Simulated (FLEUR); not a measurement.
Band structure of Pt₃Ti (Pm-3m, 4 atoms in the cell).

```xyz
4
Lattice="3.9200 0.0000 0.0000 0.0000 3.9200 0.0000 0.0000 0.0000 3.9200" Properties=species:S:1:pos:R:3 pbc="T T T"
Ti     0.0000     0.0000     0.0000
Pt     0.0000     1.9600     1.9600
Pt     1.9600     0.0000     1.9600
Pt     1.9600     1.9600     0.0000
```

Computed with PBE, all-electron FLAPW (FLEUR), scalar-relativistic valence run with FLEUR.

Settings: Kmax = 4.1 1/bohr; GmaxXC = 12.3 1/bohr; xcFunctional = pbe; jspins = 1; l_soc = F; mode = hist; fermiSmearingEnergy = 0.00367493 Htr; mesh (inpgen div1-3) = 6 6 6; inpgen gamma flag = true; Gmax = 12.3 1/bohr; numbands = 0; maxIterBroyd = 25; imix = Anderson; alpha = 0.05.

The starting cell has typed, rounded lattice constants, without a prior relaxation at this level. Spin-orbit coupling is off. Spin polarisation is off. Values depend on the basis (sphere radii, cutoffs, local orbitals), which need not be converged.

Levels in eV from the Fermi level, bands 27 to 34:
```tsv
point	27	28	29	30	31	32	33	34
Γ	0.05	0.05	0.05	1.41	1.41	1.65	1.65	1.65
X	-2.60	-2.53	-1.34	-0.14	-0.14	0.05	0.52	0.80
M	-3.04	-2.34	-2.23	-2.20	0.26	0.26	0.43	1.49
R	-0.60	-0.60	-0.60	-0.43	-0.43	-0.43	1.21	1.21
```
